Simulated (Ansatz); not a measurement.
## CdBr₂ (P6₃mc, No. 186): equilibrium volume per atom by level of theory

Problem. Put these levels in order of the equilibrium volume per atom that they give for CdBr₂ (P6₃mc, No. 186), smallest first: LDA (Ansatz, a program for electronic structure), r²SCAN+rVV10 (Ansatz), r²SCAN-D4 (Ansatz).

Solution. LDA (26.98 Å³/atom), r²SCAN+rVV10 (28.76 Å³/atom), r²SCAN-D4 (29.28 Å³/atom)

Ansatz's density-functional and Hartree–Fock values are scalar-relativistic unless marked +SOC, with PAW data made under PBE.
